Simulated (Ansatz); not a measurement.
Structure of amorphous In₂₄O₃₅ (periodic cell):

```xyz
59
Lattice="9.5964 0.0000 0.0000 0.0000 9.5964 0.0000 0.0000 0.0000 9.5964" Properties=species:S:1:pos:R:3 pbc="T T T"
In     3.4299     2.2079     5.4302
In     7.5979     8.9241     1.9663
In     0.9804     4.2035     7.4597
In     0.0259     2.4851     3.7799
In     2.3227     4.1938     1.1243
In     8.7715     5.4396     2.2329
In     5.8325     4.0460     2.8094
In     6.7664     6.0216     9.0554
In     7.6420     0.2757     5.2990
In     2.2335     5.5676     4.3878
In     8.5367     2.8552     0.2859
In     6.9507     3.7443     6.3255
In     8.7950     6.9440     6.1903
In     2.0885     1.2809     9.0019
In     4.9252     3.0379     8.7724
In     3.6617     6.1144     8.1767
In     4.2810     7.4349     1.7896
In     1.0967     8.9648     3.3242
In     3.9390     1.1453     2.1023
In     0.7635     7.0097     9.5686
In     5.4495     6.6137     5.2689
In     8.6363     9.5196     8.2942
In     4.8935     9.2675     7.9136
In     1.9097     8.5144     6.6099
O      5.5851     9.0447     2.3542
O      2.7099     6.2883     0.7326
O      6.7766     5.9133     1.6063
O      5.0384     7.4770     9.2815
O      1.1830     7.3572     4.8125
O      1.5819     6.4329     7.5757
O      4.5392     3.7537     1.1902
O      5.1419     2.6404     6.7071
O      1.1695     8.9775     8.7814
O      8.7834     0.3544     3.4103
O      9.3548     7.5476     1.9062
O      2.2363     3.9749     5.7183
O      6.5409     4.9009     4.5591
O      7.1959     7.7750     5.0160
O      0.3069     2.2943     8.3057
O      6.9814     3.7760     8.7433
O      3.9806     7.7285     6.5645
O      8.0735     3.3505     2.3466
O      9.3978     9.0296     6.3540
O      1.7302     1.2679     4.2920
O      5.6069     5.5653     7.2472
O      4.2829     1.0703     9.4755
O      4.6572     2.3327     3.6688
O      0.9784     4.5028     3.0579
O      2.8004     8.9400     2.1532
O      8.8184     4.9122     6.5109
O      2.9155     4.0086     8.5562
O      0.1985     4.8204     0.3133
O      3.0117     0.7195     7.0278
O      6.7748     0.1969     7.2544
O      8.0251     0.7712     0.4764
O      4.1047     6.1709     3.6028
O      8.1582     2.2958     5.3239
O      8.3831     7.2833     8.4692
O      1.9946     2.1134     1.3578
```

These are PBE, scalar-relativistic without spin-orbit coupling (plane waves to 420 eV, PAW; Ansatz, a quantum-chemistry and plane-wave program) values and carry that method's errors. The usual formal charges leave 2 electrons over, so the level spacing at the Fermi energy parts defect or band states and needn't be the band gap.

A CHGNet melt-quench gave the starting glass, which DFT then relaxed. O atoms were pushed apart under 1.9 Å during the dynamics, to hinder bonds among them. It is the lowest in DFT energy of 2 quenches. It is a model cell: composition and starting density were chosen by hand, and all elements were melted together. No dispersion term was used. Its density started from a set value of 6.23 and ended at 6.23 g/cm³. Cooling (nominally 180 K/ps over its main leg) ran many orders faster than in experiment, which tends to leave more defects and strain. A cell of this size samples the disorder only roughly. The volume was held where the preparation left it, at a PBE pressure of -2.3 GPa (tension). Stress components on the final sampling reach 3.8 GPa.

Bonds are counted up to In-In 3.12 Å, In-O 2.56 Å, O-O 1.58 Å. Two cations that share two anions don't count as bonded, nor two that share one unless they lie closer than In-In 3.04 Å.

Task: Give the coordination numbers, mean bond lengths and angles.

Result: 
| Quantity | Result |
|---|---|
| Mean coordination of In by anions | 5.12 (2 with 4, 17 with 5, 5 with 6) |
| Mean coordination of O | 3.51 (17 with 3, 18 with 4) |
| Mean In-O bond | 2.209 Å (spread 0.088 Å, 123 counted) |
| Bond angle at In | mean 105.5°, spread 27.8° |
| Bond angle at O | mean 110.8°, spread 15.5° |

Task: List the pairs of like atoms that count as bonded by the rules above.

Result: There are none by these rules.
